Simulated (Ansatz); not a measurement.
**Worked example: self-consistent single point of LaGaO3 (R3c, 10 atoms in the cell) in Ansatz (a program for electronic structure)**

Method of the run: PBEsol, default PAW files made with PBE (plane waves; Ansatz).

Input:

Ansatz 0.2 input:
```yaml
# LaGaO3
crystal:
  lattice:
    - [2.771951, 1.600387, 4.446869]
    - [-2.771951, 1.600387, 4.446869]
    - [0.000000, -3.200773, 4.446869]
  atoms:
    - { symbol: La, position: [0.748220, 0.748220, 0.748220] }
    - { symbol: La, position: [0.248220, 0.248220, 0.248220] }
    - { symbol: Ga, position: [0.496390, 0.496390, 0.496390] }
    - { symbol: Ga, position: [0.996390, 0.996390, 0.996390] }
    - { symbol: O, position: [0.815180, 0.242590, 0.675690] }
    - { symbol: O, position: [0.675690, 0.815180, 0.242590] }
    - { symbol: O, position: [0.242590, 0.675690, 0.815180] }
    - { symbol: O, position: [0.175690, 0.742590, 0.315180] }
    - { symbol: O, position: [0.742590, 0.315180, 0.175690] }
    - { symbol: O, position: [0.315180, 0.175690, 0.742590] }
kpoints:
  mp_grid: { grid: [7, 7, 7] }
hamiltonian:
  xc: pbesol
  pseudopotentials: { kind: paw }
scf:
  occupations: { method: gaussian, width: 0.02 eV }
output:
  forces: true
  eigenvalues: true
  stress: true
```

Output, abridged:

```
WARN basis.ecutwfc = 420 eV, the default
WARN ansatz: RAYON_NUM_THREADS=1 ignored (pool sized by the plan → 1); use --threads N
Pseudopotentials: kind: paw
Pseudopotential: La, paw, valence charge 11
Pseudopotential: Ga, paw, valence charge 13
Pseudopotential: O, paw, valence charge 6
Crystal: 10 atoms, lattice volume = 118.363 Å³
Basis set: ecut = 420 eV, 2307 PW (Γ), exchange–correlation on 80×80×80 points (8 copies of the dense FFT grid, shifted against one another)
Bands: 52, of which v1, the nominal top of the filled ones, is band 42 counted from 1 (41 counted from 0)
Symmetry: 6 space group operations
Space group: R3c (ITA 161), of the structure as read, at distance tolerance 4.9e-5 Å
k-points: 44 of 343 (time reversal used)
PAW frozen core: La, regenerated for the run's functional, and the local potential with it
PAW frozen core: Ga, regenerated for the run's functional, and the local potential with it
PAW frozen core: O, regenerated for the run's functional, and the local potential with it
Initial density: superposition of atomic densities (neutral atoms: chi_scale 0, normalization atom), corrected by the library's trained network
Initial wavefunctions: pseudopotential atomic-orbital guess
Eigensolver: davidson
Functional: x = pbesol(κ = 0.804, μ = 0.12345679012345678), c = pbesol(β = 0.046)
SCF iter   1: F=—  HF=-23186.399029 eV  |F-HF|=—  |Δ(HF+E_count)|=         —  Δρ=1.81e-2  dr2=3.27e-1  ethr=1.77e-3  ⟨swp⟩=5.1  Hψ=9020  notcnv=0  defer=1
all-band conjugate gradients solve this SCF's bands
preconditioner: auto → Resta (q_TF=auto, 2.577 Å⁻¹)
SCF iter   2: F=—  HF=-23186.318865 eV  |F-HF|=—  |Δ(HF+E_count)|=   8.02e-2  Δρ=3.51e-3  dr2=6.25e-3  ethr=3.90e-4  ⟨swp⟩=3.1  Hψ=5119  notcnv=0  defer=78
SCF iter   3: F=—  HF=-23186.318310 eV  |F-HF|=—  |Δ(HF+E_count)|=   5.56e-4  Δρ=1.48e-3  dr2=1.43e-3  ethr=7.44e-6  ⟨swp⟩=3.1  Hψ=4681  notcnv=0  defer=78
SCF iter   4: F=—  HF=-23186.318681 eV  |F-HF|=—  |Δ(HF+E_count)|=   3.71e-4  Δρ=4.38e-4  dr2=1.28e-4  ethr=1.71e-6  ⟨swp⟩=2.2  Hψ=3950  notcnv=0  defer=78
SCF iter   5: F=—  HF=-23186.318590 eV  |F-HF|=—  |Δ(HF+E_count)|=   9.11e-5  Δρ=1.13e-4  dr2=1.13e-5  ethr=1.52e-7  ⟨swp⟩=2.1  Hψ=3758  notcnv=0  defer=78
SCF iter   6: F=—  HF=-23186.318595 eV  |F-HF|=—  |Δ(HF+E_count)|=   4.94e-6  Δρ=2.14e-5  dr2=4.09e-7  ethr=1.34e-8  ⟨swp⟩=2.7  Hψ=3952  notcnv=0  defer=78
SCF iter   7: F=-23186.318595 eV  HF=-23186.318595 eV  |F-HF|=2.36e-10  |Δ(HF+E_count)|=   9.09e-8  Δρ=4.37e-6  dr2=2.49e-8  ethr=1.19e-10  ⟨swp⟩=11.6  Hψ=10257  notcnv=0
SCF 1 converged in 7 iterations: F = -23186.318595 eV  dr2 = 2.49e-8
SCF converged after 7 iterations
Free energy (F): -23186.318595 eV
Harris-Foulkes:  -23186.318595 eV  (|F-HF|=2.36e-10)
Internal energy: -23186.318595 eV  (E = F + TS)
E sigma→0 (E₀):  -23186.318595 eV
Fermi energy:    12.781970 eV
--- Per-component energies (eV) ---
  E_band       = 114.428490
  E_kinetic    = 1671.385803
  E_local      = -5905.100963  (includes V_loc(G=0)·N_el)
  E_nonlocal   = 1355.284254
  E_hartree    = 2585.617217
  E_xc         = -852.117480
  E_vxc        = -974.455691  (∫ρ·V_xc dr)
  E_paw        = -15492.578133  (= ΣΔE_a)
  E_vpaw       = -1203.937466  (= ΣTr[D̂ρ^β])
  E_aug_tail   = 0.014448  (compensation charges beyond the density's cutoff)
  E_ewald      = -6551.100444
  E_core_change = 2.276702  (= ΣΔE_core)
  E_smearing   = -0.000000  (= −TS)
  E_closure    = -0.000000  (closes the sum)
  Σ components = -23186.318595   (vs F -23186.318595, Δ=0.00e0)
--- Forces (eV/Å), atoms counted from 1 ---
  atom   1  La     0.00000000    -0.00000000    -0.06217728
  atom   2  La     0.00000000    -0.00000000    -0.06217728
  atom   3  Ga     0.00000000    -0.00000000    -0.03426718
  atom   4  Ga    -0.00000000    -0.00000000    -0.03426718
  atom   5  O     -0.06753981    -0.07667357     0.03214455
  atom   6  O      0.10017117    -0.02015441     0.03214454
  atom   7  O     -0.03263135     0.09682798     0.03214454
  atom   8  O      0.03263135     0.09682798     0.03214454
  atom   9  O      0.06753981    -0.07667357     0.03214455
  atom  10  O     -0.10017117    -0.02015441     0.03214454
  max |Σ_I F_I| component: 2.17e-5 eV/Å
--- Stress (GPa, compression-positive) ---
       -1.566171       0.000000       0.000000
        0.000000      -1.566171      -0.000000
        0.000000      -0.000000      -2.172720
  P = ⅓ Tr σ = -1.7684 GPa (-17.684 kbar)
  The stress holds the Pulay correction. Without it, at fixed plane waves, as pw.x and ABINIT print it: P = -2.4665 GPa
--- Band table (eV; the first three rows and the last of 44) ---
  k-point 0: bands = ["-18.9564", "-18.7620", "-6.6214", "-5.8686", "-5.8686", "-5.7190", "-5.7190", "-5.3451", "-3.1303", "-2.8009", "-2.8009", "-2.5390", "-2.3036", "-2.3036", "-1.7862", "-1.7862", "-1.4888", "-1.4655", "-1.4655", "-1.4197", [...]
  k-point 1: bands = ["-18.9456", "-18.7705", "-6.6875", "-5.9817", "-5.8894", "-5.7707", "-5.6423", "-5.3708", "-3.0653", "-2.7953", "-2.6419", "-2.4946", "-2.2845", "-2.2329", "-1.7355", "-1.7351", "-1.4874", "-1.4650", "-1.4542", "-1.4232", [...]
  k-point 2: bands = ["-18.9160", "-18.7949", "-6.7785", "-6.2896", "-5.9087", "-5.8273", "-5.5372", "-5.4159", "-2.9296", "-2.7601", "-2.4219", "-2.3932", "-2.1395", "-2.0494", "-1.5989", "-1.5865", "-1.4840", "-1.4664", "-1.4516", "-1.4430", [...]
  k-point 43: bands = ["-18.8579", "-18.8463", "-6.5567", "-6.5379", "-6.0366", "-5.8649", "-5.7497", "-5.6545", "-2.5092", "-2.4443", "-2.3161", "-2.2759", "-2.0585", "-2.0464", "-1.5222", "-1.5012", "-1.4977", "-1.4838", "-1.4447", "-1.4376", [...]
```

The run converged in 7 iterations.

The starting cell comes from a database of computed structures (which also holds hypothetical and non-ambient phases and stackings), without a prior relaxation at this level. Its lattice was rescaled by a random factor within 2.5 % of one. Ansatz's pressure includes its estimate of the finite-basis (Pulay) stress. Without the estimate this run gives -2.47 GPa.
